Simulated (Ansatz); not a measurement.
Cell of rock-salt MgO (1 1 0) on zinc-blende InAs (1 1 0) (film strained to the substrate, faces as cut), relaxed at this level with a, b, gamma of the cell held:

```
CELL_PARAMETERS angstrom
      4.37365     0.00071     0.05969
      4.37523     6.18247    -0.17702
     -0.37328    -0.48715    25.67470
ATOMIC_POSITIONS crystal
  As 0.54428 0.12802 0.04445
  As 0.50234 0.66989 0.12370
  As 0.47677 0.19499 0.21503
  As 0.45635 0.71501 0.29520
  As 0.43582 0.23531 0.38650
  As 0.43706 0.73295 0.46589
  In 0.75462 0.91770 0.13184
  In 0.81405 0.35833 0.04546
  In 0.70532 0.96610 0.30075
  In 0.72829 0.44349 0.20969
  In 0.70742 0.96260 0.46492
  In 0.69176 0.47942 0.37869
  Mg 0.88628 0.78433 0.60792
  Mg 0.37625 0.29435 0.60692
  Mg 0.15053 0.01984 0.55776
  Mg 0.63816 0.53223 0.55527
  Mg 0.35274 0.31835 0.72544
  Mg 0.85279 0.81830 0.72564
  Mg 0.61579 0.55506 0.66923
  Mg 0.11625 0.05460 0.66924
  Mg 0.82495 0.84667 0.84137
  Mg 0.32490 0.34673 0.84114
  Mg 0.08893 0.08242 0.78481
  Mg 0.58803 0.58333 0.78511
  Mg 0.30625 0.36601 0.95259
  Mg 0.79218 0.88006 0.95536
  Mg 0.55456 0.61739 0.90361
  Mg 0.06557 0.10640 0.90255
  O  0.63818 0.03226 0.55114
  O  0.14270 0.52770 0.55749
  O  0.37803 0.79259 0.61043
  O  0.88494 0.28570 0.60781
  O  0.11639 0.55448 0.66986
  O  0.61639 0.05447 0.66707
  O  0.85306 0.31806 0.72601
  O  0.35221 0.81890 0.72598
  O  0.58804 0.08333 0.78391
  O  0.08907 0.58230 0.78503
  O  0.32518 0.84646 0.84080
  O  0.82459 0.34702 0.84320
  O  0.06362 0.60828 0.90278
  O  0.55852 0.11338 0.89991
  O  0.79029 0.38185 0.95907
  O  0.29794 0.87419 0.95317
```

The numbers are results of PBE (plane waves to 420 eV, PAW; Ansatz, an electronic-structure program), not measurements. Spin–orbit coupling is left out; the runs are not spin-polarised. Its k-point mesh 7×4×1, Fermi–Dirac width 0.05 eV.

Q: Give the plane-averaged electrostatic potential energy of an electron along the normal (the smooth PAW potential), about its mean over the cell.

A: 
```tsv
z (Å)	V (eV)
0.000	5.57
0.285	4.19
0.427	2.94
0.712	0.97
0.855	0.52
1.140	0.26
1.282	0.26
1.567	0.73
1.709	1.43
1.994	3.55
2.137	4.26
2.422	3.64
2.564	2.78
2.849	1.28
2.991	0.78
3.276	0.11
3.419	-0.10
3.704	0.24
3.846	1.02
4.131	3.29
4.273	4.02
4.558	3.53
4.701	2.44
4.986	0.43
5.128	0.00
5.413	0.03
5.555	0.24
5.840	0.94
5.983	1.60
6.268	3.53
6.410	4.35
6.695	4.26
6.837	3.40
7.122	1.51
7.265	0.89
7.550	0.21
7.692	0.01
7.977	0.04
8.119	0.53
8.404	2.61
8.547	3.66
8.832	3.97
8.974	3.16
9.259	0.90
9.401	0.18
9.686	-0.07
9.829	0.15
10.114	0.82
10.256	1.33
10.541	2.89
10.683	3.75
10.968	4.21
11.111	3.42
11.396	1.32
11.538	0.67
11.823	0.26
11.965	0.27
12.250	0.57
12.393	1.06
12.678	3.12
12.820	4.36
13.105	5.60
13.247	5.56
13.532	4.10
13.675	2.11
13.960	-3.27
14.102	-5.36
14.387	-5.80
14.529	-4.19
14.814	-0.07
14.957	0.39
15.242	-3.37
15.384	-5.43
15.669	-6.45
15.811	-4.97
16.096	-0.14
16.239	1.85
16.524	1.69
16.666	-0.41
16.951	-5.19
17.093	-6.48
17.378	-4.96
17.521	-2.70
17.806	1.45
17.948	1.48
18.233	-2.64
18.375	-4.93
18.660	-6.58
18.803	-5.35
19.088	-0.65
19.230	1.44
19.515	1.24
19.657	-0.93
19.942	-5.55
20.085	-6.63
20.370	-4.70
20.512	-2.37
20.797	1.58
20.939	1.32
21.224	-2.98
21.367	-5.18
21.652	-6.40
21.794	-4.97
22.079	-0.13
22.221	1.88
22.506	1.67
22.649	-0.41
22.934	-5.19
23.076	-6.54
23.361	-5.23
23.503	-3.11
23.788	0.45
23.931	-0.24
24.216	-4.42
24.358	-5.93
24.643	-5.18
24.785	-2.98
25.070	2.39
25.213	4.28
25.498	5.57
```
